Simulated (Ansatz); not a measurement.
## How far PBE and r2SCAN part for C, pressure 1.5 GPa

Take C in the diamond structure (space group Fd-3m, No. 227; a = 3.572 Å) as the base.

(Cell as relaxed with PBE.)

Levels (all Ansatz, a program for electronic structure, PAW, earlier PAW set): PBE (420 eV, scalar-relativistic without spin-orbit coupling); r2SCAN (500 eV, no spin-orbit coupling).

Each level relaxes its own structure.

| base | PBE | r2SCAN |
|---|---|---|
| volume per atom | 5.70 Å³ | 5.64 Å³ |
| lattice parameter a | 3.572 Å | 3.560 Å |
| band gap | 4.13 eV | 4.36 eV |

The change: cell and atoms relaxed at a pressure of 1.5 GPa.

```csv
quantity,PBE,r2SCAN
shift of the gap caused by the change,+0.01 eV,…
smallest direct gap,5.59 eV,…
band gap,4.14 eV,…
lattice parameter a,3.568 Å,…
```

Task: What does r2SCAN give?

Result: 
- shift of the gap caused by the change, r2SCAN: +0.01 eV
- smallest direct gap, r2SCAN: 5.90 eV
- band gap, r2SCAN: 4.37 eV
- lattice parameter a, r2SCAN: 3.556 Å

PBE's smallest direct gap lies 0.31 eV below r2SCAN's; PBE's band gap lies 0.23 eV below r2SCAN's; PBE's lattice parameter a lies 0.0112 Å above r2SCAN's (0.3 %); the two agree on the shift of the gap caused by the change. Neither level is exact; r2SCAN is the comparison here, not a measurement.

Load acts through the strain it causes; cell and atoms are relaxed under it. Gaps are read on the SCF mesh and a high-symmetry path. No phonon test of stability was made.
